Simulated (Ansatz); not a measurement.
We consider K2SO4 (Pnma, No. 62), described by LDA (PAW; Ansatz, a program for electronic structure).

Numerical settings: plane-wave cutoff 520 eV, 6×6×4 k mesh (along the axes of the cell as run), Fermi–Dirac smearing 0.01 eV, scalar-relativistic PAW data made under PBE.

Response to compression and expansion:

Shape and atoms are relaxed at each volume.

```json
[
 {"V (Å³/atom)": "13.588", "P (GPa)": "1.90", "direct gap at Γ (eV)": "6.000"},
 {"V (Å³/atom)": "13.871", "P (GPa)": "0.89", "direct gap at Γ (eV)": "5.871"},
 {"V (Å³/atom)": "14.154", "P (GPa)": "0.00", "direct gap at Γ (eV)": "5.745"},
 {"V (Å³/atom)": "14.438", "P (GPa)": "-0.78", "direct gap at Γ (eV)": "5.622"},
 {"V (Å³/atom)": "14.721", "P (GPa)": "-1.46", "direct gap at Γ (eV)": "5.503"}
]
```

A straight line through the gaps at Γ against ln V gives a volume deformation potential dE_g(Γ)/d ln V of -6.2 eV: the gap at Γ widens under compression.

Note: the relaxation could not lower the start's symmetry, so the cell can be a saddle point above a distorted one; the volume lies 9 % below that of the published cell; the bulk modulus comes from volumes at which shape and atoms were relaxed.
